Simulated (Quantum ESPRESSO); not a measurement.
**Equation of state of zinc-blende SiC (space group 216): energy against volume (Quantum ESPRESSO, PBE)**

```
CELL_PARAMETERS angstrom
      0.00000     2.14124     2.14124
      2.14124     0.00000     2.14124
      2.14124     2.14124     0.00000
ATOMIC_POSITIONS crystal
  Si 0.00000 0.00000 0.00000
  C  0.75000 0.75000 0.75000
```

Computed with PBE, PSlibrary PAW (PBE) pseudopotentials (plane waves; Quantum ESPRESSO). Settings: ecutwfc = 65 Ry; ecutrho = 520 Ry; occupations = smearing; smearing = fd; degauss = 0.000734986 Ry; potentials = {Si: Si.pbe-n-kjpaw_psl.1.0.0.UPF, C: C.pbe-n-kjpaw_psl.1.0.0.UPF}; K_POINTS = automatic 13 13 13 0 0 0; conv_thr = 1e-10 Ry; mixing_beta = 0.3. The cell above is the first row's. The rows scale it uniformly. In all rows fractional positions and the k mesh are held. E is the free energy at the stated smearing, counted from the lowest row.

```
V (Å^3/atom)  E (meV/atom)
------------  ------------
9.817                33.50
10.031               15.34
10.244                4.41
10.458                0.00
10.671                1.50
10.884                8.33
11.098               20.00
11.311               36.03
11.525                   ?
```

The 8 complete rows are fitted with the third-order Birch-Murnaghan form, a cubic in V^(-2/3), E against V. With u = V^(-2/3) - 0.208, the rows have u = 0.010113, 0.006999, 0.004009, 0.001107, -0.001685, -0.004386, -0.007012, -0.009543. Least squares gives E = -0.076 - 325.65·u + 361463·u² - 89622·u³. Residuals (row less fit): -0.006, 0.019, -0.012, -0.006, 0.001, 0.017, -0.011, 0.002; standard error 0.016 (degrees of freedom: 4). Its minimum lies at u = 0.000451, so V0 = (0.208451)^(-3/2) = 10.51. There d²E/du² = 722700 and d³E/du³ = -537700, so B0 = (4/9) × 10.51^(-7/3) × 722700 × 0.160218 = 213 GPa (the last factor turns the table's units into GPa), and B0' = 4 + (2/3) × 0.208451 × (-537700)/722700 = 3.9. The program's pressures in the fitted runs (not shown) pass through zero at V = 10.50, 0.04 % from this V0.

Estimate the missing E (V = 11.525); what did the run itself give?

u = -0.012008, so E = -0.076 - 325.65 × (-0.012008) + 361463 × (-0.012008)² - 89622 × (-0.012008)³ = 56.110 meV/atom. The calculation gives 56.00 meV/atom, 0.110 meV/atom below the prediction (0.2 % of the range of E in the table). The row lies outside the fitted rows, so this is an extrapolation. From the scatter of the fitted rows alone, a prediction at this place has a standard error of 0.038 meV/atom, so the miss is 2.9 times that.

Carrying the step between the two nearest rows on in a straight line would have given 52.14, off by 3.86; series whose last step already gives the withheld value aren't shown. The scan was laid around a cell of about the measured size, scaled by a guess for this functional. This is the 3C polytype. The runs keep the symmetry of the cell, so they don't test it for distortions. Cutoffs and mesh are single choices, not tested for convergence of this quantity. Series with a scatter that would blur these digits, or in which a gap closes, are not shown. Nor are scans whose minimum lies at an end fitted in this form.
